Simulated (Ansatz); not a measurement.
Results of LDA (PAW; Ansatz, a first-principles code) for AlB2-type TiB2.

Numerical settings: plane-wave cutoff 520 eV, 18×18×12 k mesh (along the axes of the cell as run), Fermi–Dirac smearing 0.1 eV, perturbation theory, force constants from a 6×6×4 q mesh, no spin polarisation, scalar-relativistic PAW data made under PBE.

Problem. Give the computed zero-point energy.

Solution. 
- zero-point energy: 0.106 eV/atom
